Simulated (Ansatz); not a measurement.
# SnSe, pressure series

The reference is SnSe in the GeS type structure (space group Pnma, No. 62; layered, stacked along the Cartesian x axis).

```xyz
8
Lattice="11.5358 0.0000 0.0000 0.0000 4.1209 0.0000 0.0000 0.0000 4.5782" Properties=species:S:1:pos:R:3 pbc="T T T"
Sn     1.3611     1.0302     0.5333
Sn     4.4068     3.0907     2.8224
Sn    10.1747     3.0907     4.0449
Sn     7.1290     1.0302     1.7558
Se     9.8461     1.0302     2.2219
Se     7.4576     3.0907     4.5110
Se     1.6897     3.0907     2.3563
Se     4.0782     1.0302     0.0672
```

Cell and atoms are relaxed at each pressure.

Method: r2SCAN+rVV10 (Ansatz, a first-principles code, PAW, without spin-orbit coupling).

**Question.** Only one of these has no band gap. Which?
A) pressure 2.1 GPa
B) pressure 9 GPa
C) pressure 0.9 GPa
D) pressure 4.5 GPa

**Answer.** B, pressure 9 GPa. Computed: pressure 9 GPa: zero; pressure 4.5 GPa: 0.31 eV; pressure 2.1 GPa: 0.67 eV; pressure 0.9 GPa: 0.79 eV

The mesh was chosen for an insulator and is coarse for the gapless case. Load acts through the strain it causes; cell and atoms are relaxed under it. Whether these cells are dynamically stable was not tested. Competing high-pressure phases were not computed. The final runs are not spin-polarised. A zero or small gap of SnSe under pressure 9 GPa can be the functional's error rather than a property of the material.
